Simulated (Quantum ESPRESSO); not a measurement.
A user runs Quantum ESPRESSO on Mg₆CoBi (Amm2, 8 atoms in the cell) and asks whether the run is sound. The aim is a self-consistent single point with DFT, PBEsol, plane waves, SSSP 1.1.2 efficiency (PBE) pseudopotentials.

Cell that was meant: a = 4.8501 Å, b = 6.3654 Å, c = 6.3654 Å, α = 59.32°, β = 90.00°, γ = 90.00°.

Part of the input:

```fortran
 occupations = 'smearing'
 smearing = 'fd'
 degauss = 0.0073499
 tot_charge = 1
 nspin = 2
 starting_magnetization(2) = 0.176
 input_dft = 'pbesol'
```

Log, with long lists cut:

```
     file Mg.pbe-n-kjpaw_psl.0.3.0.UPF: wavefunction(s)  3S renormalized

     Message from routine setup:
   [... lines left out ...]
        k(    2) = (   0.0000000  -0.1924765   0.1096035), wk =   0.0500000
        k(    3) = (   0.0000000   0.3849530  -0.2192070), wk =   0.0250000
   [... 18 lines left out ...]

     Dense  grid:   154041 G-vectors     FFT dimensions: (  60,  80,  80)

     Smooth grid:    54433 G-vectors     FFT dimensions: (  45,  60,  60)

     Initial potential from superposition of free atoms

     starting charge      41.9944, renormalised to      43.0000

     negative rho (up, down):  2.108E-02 2.108E-02
     Self-consistent Calculation

     iteration #  1     ecut=    50.00 Ry     beta= 0.30

     negative rho (up, down):  2.103E-02 2.109E-02

     total energy              =    -678.14983347 Ry
     estimated scf accuracy    <       4.62854896 Ry

     total magnetization       =     3.07 Bohr mag/cell
     absolute magnetization    =     3.81 Bohr mag/cell

     iteration #  2     ecut=    50.00 Ry     beta= 0.30

     negative rho (up, down):  2.096E-02 2.102E-02

     total energy              =    -679.66613072 Ry
     estimated scf accuracy    <      12.82984263 Ry

   [... lines left out ...]

     negative rho (up, down):  2.152E-02 2.170E-02

     Magnetic moment per site  (integrated on atomic sphere of radius R)
     atom   1 (R=0.232)  charge=  0.6171  magn= -0.0172
     atom   2 (R=0.232)  charge=  0.6171  magn= -0.0172
     atom   3 (R=0.232)  charge=  0.6031  magn= -0.0193
     atom   4 (R=0.232)  charge=  0.6194  magn= -0.0270
     atom   5 (R=0.232)  charge=  0.6194  magn= -0.0270
     atom   6 (R=0.232)  charge=  0.6239  magn=  0.0003
     atom   7 (R=0.232)  charge= 15.7623  magn=  1.3607
     atom   8 (R=0.257)  charge= 12.6964  magn= -0.0245
     End of self-consistent calculation

     the Fermi energy is     6.1830 ev

!    total energy              =    -679.89700309 Ry
     estimated scf accuracy    <          3.7E-11 Ry
     smearing contrib. (-TS)   =      -0.01089693 Ry
     internal energy E=F+TS    =    -679.88610616 Ry

     total magnetization       =     0.99 Bohr mag/cell
     absolute magnetization    =     1.82 Bohr mag/cell

     convergence has been achieved in  26 iterations

     negative rho (up, down):  2.152E-02 2.170E-02

     Forces acting on atoms (cartesian axes, Ry/au):

     atom    1 type  1   force =     0.00000000    0.00520293    0.00213542
     atom    2 type  1   force =     0.00000000   -0.00520293    0.00213542
   [... lines left out ...]
     Total force =     0.009476     Total SCF correction =     0.000003
   [... lines left out ...]

     negative rho (up, down):  2.152E-02 2.170E-02
          total   stress  (Ry/bohr**3)                   (kbar)     P=      -95.71
  -0.00060526   0.00000000   0.00000000          -89.04        0.00        0.00
   0.00000000  -0.00067829   0.00000000            0.00      -99.78        0.00
   0.00000000   0.00000000  -0.00066833            0.00        0.00      -98.31

   JOB DONE.
```

Can these results be used? Check the input.

The run is not sound. The fault is an unintended net charge. A charged periodic cell changes the electron count and is neutralised by a uniform background, so energy, forces and pressure belong to another system. To fix it, remove the charge. The run converged in 26 iterations without an error; against the sound input the pressure goes from -1.09 to -9.57 GPa, the largest force goes from 0.066 to 0.145 eV/Å and the size of the net moment goes from 0.09 to 0.12 μB/atom. The full log also holds: “c_bands:  2 eigenvalues not converged”.

The sound input it was made from differs as follows (other fixes are possible):
```diff
- tot_charge = 1
```

With that input, the run converged in 31 iterations: free energy E − TS -9244.1757 eV; Fermi level (on the code's own zero) 6.40 eV; pressure -1.09 GPa; largest force (vector length) 0.066 eV/Å; size of the cell's spin moment 0.72 μB (DFT, PBEsol, plane waves, SSSP 1.1.2 efficiency (PBE) pseudopotentials).

On the sound input: the starting cell comes from a database of computed structures (which also holds hypothetical and non-ambient phases and stackings), without a prior relaxation at this level. Spin-orbit coupling is off. With one magnetic atom in the cell only a parallel order is possible.
